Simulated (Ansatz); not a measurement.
The starting structures come from a database of crystals and need not be the phases stable at ambient conditions.

## Evanescent states of Cd(InSe2)2 (I-4, not sure to be the ambient phase, 7 atoms a cell, 29.4 Å³ an atom) along the normal of (110)

The numbers are results of PBEsol (plane waves, PAW; Ansatz, a program for electronic structure), not measurements.

The gap is the functional's own, uncorrected, and κ follows it; spin-orbit coupling is left out. Mid-gap values are interpolated between the computed energies.

Energies count from the valence-band top; κ is the least over a 6×6 mesh across the current.

```json
[
 {"E (eV)": "0.03", "κ (1/Å)": "0.027", "where": "Γ"},
 {"E (eV)": "0.09", "κ (1/Å)": "0.046", "where": "Γ"},
 {"E (eV)": "0.15", "κ (1/Å)": "0.057", "where": "Γ"},
 {"E (eV)": "0.21", "κ (1/Å)": "[?]", "where": "Γ"},
 {"E (eV)": "0.27", "κ (1/Å)": "[?]", "where": "Γ"},
 {"E (eV)": "0.33", "κ (1/Å)": "[?]", "where": "Γ"},
 {"E (eV)": "0.39", "κ (1/Å)": "[?]", "where": "Γ"},
 {"E (eV)": "0.45", "κ (1/Å)": "[?]", "where": "Γ"},
 {"E (eV)": "0.51", "κ (1/Å)": "[?]", "where": "Γ"},
 {"E (eV)": "0.57", "κ (1/Å)": "[?]", "where": "Γ"},
 {"E (eV)": "0.63", "κ (1/Å)": "[?]", "where": "Γ"},
 {"E (eV)": "0.69", "κ (1/Å)": "[?]", "where": "Γ"},
 {"E (eV)": "0.75", "κ (1/Å)": "0.060", "where": "Γ"},
 {"E (eV)": "0.81", "κ (1/Å)": "0.051", "where": "Γ"},
 {"E (eV)": "0.87", "κ (1/Å)": "0.036", "where": "Γ"}
]
```

**Question.** Some entries are withheld; supply them.

**Answer.** 
- 0.21, κ (1/Å): 0.064
- 0.27, κ (1/Å): 0.070
- 0.33, κ (1/Å): 0.074
- 0.39, κ (1/Å): 0.076
- 0.45, κ (1/Å): 0.077
- 0.51, κ (1/Å): 0.077
- 0.57, κ (1/Å): 0.075
- 0.63, κ (1/Å): 0.072
- 0.69, κ (1/Å): 0.067
